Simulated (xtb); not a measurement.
xtb 6.7.1, GFN2-xTB: Ta(OH)4(NMe2) (C[N](C)[Ta]([OH])([OH])([OH])[OH]), 18 atoms. The geometry is a generated start, not checked to be a minimum at this level.

```yaml
run_flags: --grad
method: GFN2-xTB
"--acc": 1 (default)
"--etemp (K)": 300 (default)
basis_functions: 48
valence_electrons: 52
```

```xyz
18

Ta     0.6763     0.6326    -0.8402
O      2.3561     0.2279    -0.2397
H      3.2296     0.2930     0.1373
O     -0.8342     1.2694    -1.6746
H     -1.4186     1.2004    -2.4284
O      0.8007     2.2928     0.0631
H      0.2478     3.0733     0.0297
O      0.8706    -0.5602    -2.3240
H      1.5514    -1.2049    -2.5145
N     -0.2368    -0.6186     0.4806
C     -1.5573    -1.1425     0.2016
C     -0.0380    -0.4355     1.9028
H     -1.7250    -2.0681     0.7637
H     -2.3475    -0.4260     0.4760
H     -1.6322    -1.3649    -0.8624
H     -0.7116     0.3327     2.3119
H     -0.2229    -1.3728     2.4394
H      0.9918    -0.1287     2.0777
```

Charge 0 and multiplicity 1 are set for this test and not shown to be the ground state.

One run each on 1 thread. Values of broydamp tried: 0.02, 0.05, 0.1, 0.2, 0.4 (default), 0.6, 0.8, 1.

Question: Predict the course of the SCC iterations along this series.

Answer: Fewest SCC iterations, within one of each other: 0.2 with 14, 0.4 (default) with 13, 0.6 with 14, 0.8 with 14. The count rises to 21 at 0.02. All converge to one solution.

```csv
broydamp,SCC iterations,end
0.02,21,same solution
0.05,18,same solution
0.1,16,same solution
0.2,14,same solution
0.4 (default),13,same solution
0.6,14,same solution
0.8,14,same solution
1,15,same solution
```
